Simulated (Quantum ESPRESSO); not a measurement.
**Several settings converged on VRe (Cmm2, 2 atoms in the cell)**

```xyz
2
Lattice="1.5073 -2.1757 0.0000 1.5073 2.1757 0.0000 0.0000 0.0000 4.2094" Properties=species:S:1:pos:R:3 pbc="T T T"
V      1.5073     0.0000     2.1547
Re     0.0000     0.0000     0.0000
```

Base method: LDA (PZ), GBRV 1.5 ultrasoft (LDA) pseudopotentials (plane waves; Quantum ESPRESSO).

Base settings: ecutwfc = 50 Ry; ecutrho = 400 Ry; occupations = smearing; smearing = fermi-dirac; degauss = 0.0073499 Ry; potentials = {V: v_lda_v1.4.uspp.F.UPF, Re: re_lda_v1.2.uspp.F.UPF}; K_POINTS = automatic 6 6 4 0 0 0; conv_thr = 1e-10 Ry.

The count of work is k-points × plane waves × bands × iterations; it is no time. Core times come from one kind of shared machine, to one figure; runs under 30 s give none.

**The k-point mesh**

The second cell is the first with its lattice scaled by 0.98.

Only quantities that move along the ladder and can be compared are tabulated.

| K_POINTS | free energy less the last step's (meV/atom) | energy of the compressed cell less the first (meV/atom) | pressure (GPa) | largest difference of a force vector from the last step's (eV/Å) | count of work / last |
|---|---|---|---|---|---|
| automatic 2 2 2 0 0 0 | 573.75 | 13.79 | -6.01 | 0.022 | 0.017 |
| automatic 4 4 2 0 0 0 | -43.08 | -5.54 | -10.32 | 0.003 | 0.050 |
| automatic 5 5 3 0 0 0 | -26.27 | 10.95 | -7.54 | 0.001 | 0.060 |
| automatic 6 6 4 0 0 0 | -19.83 | 9.09 | -7.81 | 0.013 | 0.12 |
| automatic 8 8 5 0 0 0 | -7.92 | 10.35 | -7.56 | 0.004 | 0.20 |
| automatic 10 10 6 0 0 0 | 3.93 | 12.16 | -7.19 | 0.017 | 0.36 |
| automatic 15 15 9 0 0 0 | 0.00 | 10.76 | -7.42 | 0.000 | 1.0 |

Coarsest K_POINTS that holds the forces within 0.02 eV/Å: not settled: the last two steps still differ by 0.017 eV/Å, over half the tolerance, so the ladder does not show it.

Coarsest K_POINTS that holds the energy of the compressed cell less the first within 2 meV/atom: not settled: the last two steps still differ by 1.4 meV/atom, over half the tolerance, so the ladder does not show it.

Coarsest K_POINTS that holds the pressure within 1 GPa of the last step, with all finer ones: automatic 5 5 3 0 0 0, at 0.060 of the last step's count of work; the step before is off by 2.9 GPa.

**The k-point mesh at a smearing width of 0.05 eV**

In this ladder: degauss = 0.0036749 Ry.

The second cell is the first with its lattice scaled by 0.98.

Only quantities that move along the ladder and can be compared are tabulated.

```csv
K_POINTS,free energy less the last step's (meV/atom),energy of the compressed cell less the first (meV/atom),pressure (GPa),largest difference of a force vector from the last step's (eV/Å),count of work / last
automatic 5 5 3 0 0 0,-30.49,11.31,-7.52,0.018,0.040
automatic 7 7 4 0 0 0,12.30,11.03,-7.33,0.015,0.099
automatic 10 10 6 0 0 0,5.89,11.83,-7.26,0.006,0.26
automatic 14 14 9 0 0 0,1.71,10.82,-7.42,0.006,0.54
automatic 17 17 10 0 0 0,0.00,10.77,-7.46,0.000,1.0
```

Coarsest K_POINTS that holds the forces within 0.01 eV/Å: not settled: the last two steps still differ by 0.006 eV/Å, over half the tolerance, so the ladder does not show it.

Coarsest K_POINTS that holds the energy of the compressed cell less the first within 0.2 meV/atom of the last step, with all finer ones: automatic 14 14 9 0 0 0; the step before is off by 1.1 meV/atom.

Coarsest K_POINTS that holds the pressure within 0.1 GPa of the last step, with all finer ones: automatic 14 14 9 0 0 0; the step before is off by 0.20 GPa.

**The width of Gaussian smearing**

In this ladder: smearing = gaussian; K_POINTS = automatic 10 10 7 0 0 0.

Narrow widths need finer meshes than wide ones, so the last steps can hold mesh noise.

Only quantities that move along the ladder and can be compared are tabulated; pressure and forces are left out, as mesh noise rules them at narrow widths.

```tsv
degauss	free energy less the last step's (meV/atom)	energy extrapolated to zero width less the last step's (meV/atom)	core time / last (rough)
0.073499 Ry	-179.07	25.82	1
0.036749 Ry	-37.84	1.83	0.6
0.02205 Ry	-12.19	0.26	0.9
0.0073499 Ry	0.00	0.00	1
```

Widest degauss that holds the energy extrapolated to zero width within 1 meV/atom of the last step, with all finer ones: 0.02205 Ry; the step before is off by 1.8 meV/atom.

Widest degauss that holds the free energy within 5 meV/atom: not settled: the last two steps still differ by 12 meV/atom, over half the tolerance, so the ladder does not show it.

The extrapolation to zero width removes most of the smearing's effect on the energy.

On the base run: the starting cell comes from a database of computed structures (which also holds hypothetical and non-ambient phases and stackings), without a prior relaxation at this level. Its lattice was rescaled by up to half a per cent. One atom was moved a little off its site on purpose. Spin polarisation is off. In the base run, with a pressure of about -8 GPa the cell is away from its equilibrium volume at this level. Without a gap this mesh is coarse (it stands for a supercell whose shortest vector is 16 Å).

Left out of this page: 2 runs of the series outside the window shown, repeating another row's setting, or not comparable.
